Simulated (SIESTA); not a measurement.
SIESTA run on GaSb (F-43m, 2 atoms in the cell): self-consistent single point.

Method: LDA PW92, numerical atomic orbitals DZP, PseudoDojo LDA standard norm-conserving potentials (rewritten from UPF to PSML) run with SIESTA.

```
GaSb
1.0
    0.00000     3.14195     3.14195
    3.14195     0.00000     3.14195
    3.14195     3.14195     0.00000
Ga Sb
1 1
Direct
  0.00000   0.00000   0.00000
  0.75000   0.75000   0.75000
```

Reference input (self-consistent single point, DFT, GGA PBE, numerical atomic orbitals DZP, PseudoDojo PBE standard norm-conserving potentials (rewritten from UPF to PSML)): XC.functional = GGA; XC.authors = PBE; potentials = PseudoDojo PBE standard; PAO.BasisSize = DZP; PAO.EnergyShift = 0.005 Ry; MeshCutoff = 350 Ry; kgrid.MonkhorstPack = 9 9 9; OccupationFunction = MP; OccupationMPOrder = 0; ElectronicTemperature = 1160.45 K; MaxSCFIterations = 150; SCF.Mixer.Method = Pulay. This run's input differs from it in these lines:

```diff
@@ -1,2 +1,2 @@
-# files in the folder: Ga.psml Sb.psml (PseudoDojo PBE standard)
+# files in the folder: Ga.psml Sb.psml (PseudoDojo LDA standard)
 SystemName  GaSb
@@ -22,4 +22,4 @@
 
-XC.functional                GGA
-XC.authors                   PBE
+XC.functional                LDA
+XC.authors                   PW92
 PAO.BasisSize                DZP
```

Output (repeated stretches shortened):

```
        iscf     Eharris(eV)        E_KS(eV)     FreeEng(eV)     dDmax    Ef(eV) dHmax(eV)
   scf:    1    -4544.848404    -4545.085642    -4545.085869  1.056306 -4.357924  2.243819
   scf:    2    -4545.123221    -4545.104682    -4545.104916  0.020472 -4.373470  1.909780
   scf:    3    -4545.188429    -4545.154432    -4545.154794  0.112929 -4.477669  0.272861
   scf:    4    -4545.157251    -4545.156244    -4545.156590  0.017298 -4.484401  0.049656
   scf:    5    -4545.156147    -4545.156197    -4545.156544  0.001416 -4.486461  0.067580
   scf:    6    -4545.156431    -4545.156335    -4545.156691  0.007535 -4.464191  0.005267
mix: Pulay -- inversion failed, > SVD [rank/size] 4 / 5
   scf:    7    -4545.156335    -4545.156335    -4545.156691  0.000108 -4.464383  0.003796
   scf:    8    -4545.156335    -4545.156335    -4545.156691  0.000236 -4.464787  0.000169
   scf:    9    -4545.156335    -4545.156335    -4545.156691  0.000011 -4.464814  0.000043
   scf:   10    -4545.156335    -4545.156335    -4545.156691  0.000003 -4.464806  0.000000
SCF Convergence by DM+H criterion
max |DM_out - DM_in|         :     0.0000026821
max |H_out - H_in|      (eV) :     0.0000002337
SCF cycle converged after 10 iterations

Using DM_out to compute the final energy and forces

siesta: E_KS(eV) =            -4545.1563

siesta: E_KS - E_eggbox =     -4545.1563

siesta: Atomic forces (eV/Ang):
     1   -0.000000   -0.000000   -0.000000
     2   -0.000000   -0.000000   -0.000000
   Tot   -0.000000   -0.000000   -0.000000
   Max    0.000000
   Res    0.000000    sqrt( Sum f_i^2 / 3N )
   Max    0.000000    constrained

Stress tensor Voigt[x,y,z,yz,xz,xy] (kbar):       43.29       43.29       43.29        0.00        0.00        0.00
(Free)E + p*V (eV/cell)    -4546.8328
Target enthalpy (eV/cell)    -4545.1567

siesta: Program's energy decomposition (eV):
siesta: FreeEng =     -4545.156691

   [... lines left out ...]
siesta:     0.027019    0.000000    0.000000
siesta:     0.000000    0.027019    0.000000
siesta:     0.000000    0.000000    0.027019

siesta: Cell volume =         62.033421 Ang**3

siesta: Pressure (static):
siesta:                Solid            Molecule  Units
siesta:          -0.00029427         -0.00029427  Ry/Bohr**3
siesta:          -0.02701868         -0.02701867  eV/Ang**3
siesta:         -43.28869847        -43.28868276  kBar
```

The run converged in 10 iterations. Against the reference run the pressure goes from -0.92 to -4.33 GPa.

The starting cell comes from a database of computed structures (which also holds hypothetical and non-ambient phases and stackings), without a prior relaxation at this level. Its lattice was rescaled by a random factor within 2.5 % of one. Values carry the incompleteness of an atom-centred basis. With a pressure of about -4 GPa the cell is away from its equilibrium volume at this level. The run gives no clean gap (levels at the Fermi energy touch, overlap or are partly filled at this smearing), which alone does not show that the compound is a metal.

Cost on one core of a shared machine: roughly 50 s.
